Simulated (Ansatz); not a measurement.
System: ZrSe2 (model structure, started from the 3R-MoS2 type, R3m, No. 160, 3 atoms in the cell). Method: LDA (Ansatz, a first-principles code, plane waves, PAW).

Run with plane-wave cutoff 520 eV, 20×20×20 k mesh, Fermi–Dirac smearing 0.05 eV, scalar-relativistic PAW data made under PBE.

Cell (relaxed at this level):

```
CELL_PARAMETERS angstrom
      1.80894     1.04439     6.19485
     -1.80894     1.04439     6.19485
      0.00000    -2.08878     6.19485
ATOMIC_POSITIONS crystal
  Zr 0.99965 0.99965 0.99965
  Se 0.24366 0.24366 0.24366
  Se 0.42339 0.42339 0.42339
```

**Question.** What does this level give for the bulk modulus?

**Answer.** 
* **bulk modulus**: 36.9 GPa

The run finds no gap.

Note: the bulk modulus is −V dP/dV from two relaxed cells at ±2 % in volume; the relaxation could raise the start's symmetry but not lower it, so the cell can be a saddle point.

Static lattice: no zero-point or thermal effects.

Cost on a shared machine: very roughly 12 core-minutes.

A model structure was made by putting elements into a prototype or built by hand; it is no filed structure, need not be a known phase, and can be a saddle point held by its symmetry.
